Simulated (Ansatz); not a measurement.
The reference is a 16-atom supercell of LiF in the rock salt structure (space group Fm-3m, No. 225; a = 4.068 Å) at its relaxed geometry.

All numbers come from PBE/PAW in Ansatz (a first-principles code), no spin-orbit coupling.

Base values:

Pressure: 0.0 GPa
Mean distance from the defect site to its nearest host atoms: 2.03 Å

The change: one Li atom is replaced by F, atoms relaxed at fixed cell, starting from a slightly rattled geometry.

Problem. Predict the new pressure and mean distance from the defect site to its nearest host atoms.

Solution. The pressure goes from zero to 5.6 GPa; the mean distance from the defect site to its nearest host atoms goes up by 0.133 Å (2.03 Å → 2.17 Å).

The magnetic state is the one reached from the starting moments; the real material's order can differ, and small cells can't hold many antiferromagnetic ones. In so small a cell the defect repeats every few ångströms: this is an ordered compound, not a dilute defect. The defect cell is spin-polarised and ends with 2.0 μB.
